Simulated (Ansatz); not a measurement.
## Lu: energy against strain

Lu (hcp, P6_3/mmc, 27.551 Å³/atom at rest, c along z) under an equal strain ε in the (0001) plane with the normal axis free, as in a coherent film. PBEsol in Ansatz, a plane-wave DFT program (PAW, default set), 420 eV, 19×19×11 Γ-centred mesh, Fermi-Dirac smearing 0.10 eV; ions are relaxed within the symmetry of each cell.

Here s stands for strain and y for E less E0.

| strain (%) | E less E0 (meV/atom) |
|---|---|
| -3.00 | ? |
| -1.50 | 4.86 |
| -1.00 | 2.21 |
| -0.50 | 0.60 |
| 0.00 | 0.00 |
| 0.50 | 0.42 |
| 1.00 | 1.83 |
| 1.50 | 4.20 |

The 7 complete rows are fitted with a parabola, y against s. Least squares gives y = 0.006 - 0.2086·s + 2.0114·s². Residuals (row less fit): 0.015, -0.016, -0.013, -0.006, 0.015, 0.021, -0.019; standard error 0.021 (degrees of freedom: 4). Twice the quadratic coefficient over the volume, 2 × 2.0114 meV × 10⁴ × 0.1602 / 27.551 Å³, is twice the biaxial elastic modulus of this plane = 234 ± 1.1 GPa.

Q: What does the fit predict for y at s = -3.00, and how far is the calculated value from it?

A: y = 0.006 - 0.2086 × (-3.0) + 2.0114 × (-3.0)² = 18.734 meV/atom. The calculation gives 19.07 meV/atom, 0.336 meV/atom above the prediction (1.8 % of the range of y in the table). The row lies outside the fitted rows, so this is an extrapolation. From the scatter of the fitted rows alone, a prediction at this place has a standard error of 0.080 meV/atom, so the miss is 4.2 times that.

One order more, fitted to all 13 runs of the series, follows each within 0.03, so the miss is the next term of a smooth law. In a metal these values are sensitive to mesh and smearing; energies are taken to zero smearing, stresses follow the free energy. Rows are the converged runs of the series near zero and its far end; series whose fitted rows scatter by over a few per cent of the range, as at a crossing or softening among them, aren't shown in this form. Most that stay on the fit to the last digits aren't either.
